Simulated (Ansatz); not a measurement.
C11b WSi2 was calculated with RPBE (Ansatz, a first-principles code, plane waves, PAW).

Numerical settings: plane-wave cutoff 520 eV, 24×24×24 k mesh, Fermi–Dirac smearing 0.05 eV, no spin polarisation, scalar-relativistic PAW data made under PBE.

Properties against volume:

Shape and atoms are relaxed at each volume.

```tsv
V (Å³/atom)	P (GPa)	c (Å)	a (Å)
13.288	9.43	7.807	3.196
13.565	4.46	7.852	3.219
13.842	0.01	7.897	3.243
14.118	-3.99	7.942	3.266
14.395	-7.57	7.987	3.288
```

Note: the bulk modulus comes from volumes at which shape and atoms were relaxed.
